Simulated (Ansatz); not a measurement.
Consider the following.

```
Si
1.0
    0.00000     2.71691     2.71691
    2.71691     0.00000     2.71691
    2.71691     2.71691     0.00000
Si
2
Direct
  0.25000   0.25000   0.25000
  0.00000   0.00000   0.00000
```

Level of theory: HSE06, rigid bands (plane waves, PAW, scalar-relativistic; Ansatz, a program for electronic structure). Geometry: cell and atoms relaxed with PBEsol.

What conductivity effective mass do dilute electrons have at 300 K?

0.27 mₑ.

Predict the hole conductivity mass (n e² τ/σ) at 300 K, by direction if it differs.

0.32 mₑ.

And the band gap?

1.13 eV at this level.

Rigid bands, one relaxation time for all states, no polarons. Spin-orbit coupling is left out; where it splits the top of the valence band it changes the hole mass and lowers the gap by about a third of the splitting. Geometry: cell and atoms relaxed with PBEsol.
